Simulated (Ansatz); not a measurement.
Base system: ZrO2 in the fluorite structure (space group Fm-3m, No. 225; a = 5.089 Å).

Now apply this change: a hydrostatic pressure of 9 GPa.

Levels (all Ansatz, a program for electronic structure, PAW, earlier PAW set): r2SCAN (500 eV, scalar-relativistic without spin-orbit coupling); HSE06+SOC (420 eV, noncollinear with spin-orbit coupling).

The geometry is relaxed with r2SCAN.

```
Quantity          Result
---------------  -------
r2SCAN band gap  3.99 eV
```

With HSE06+SOC at the same geometry, the band gap increases by 1.10 eV, from 3.99 eV to 5.09 eV.

Single points use the geometry relaxed with r2SCAN. Their cutoffs differ, which shifts pressures a little. The hybrid gap comes from the SCF mesh plus the semilocal run's edge points and a few special points and is an upper bound. Differences between runs with and without spin-orbit coupling are approximate. Load acts through the strain it causes; cell and atoms are relaxed under it. Whether these cells are dynamically stable was not tested. No other phases were tried under pressure. This is not the structure that ZrO2 has at room temperature and ambient pressure.
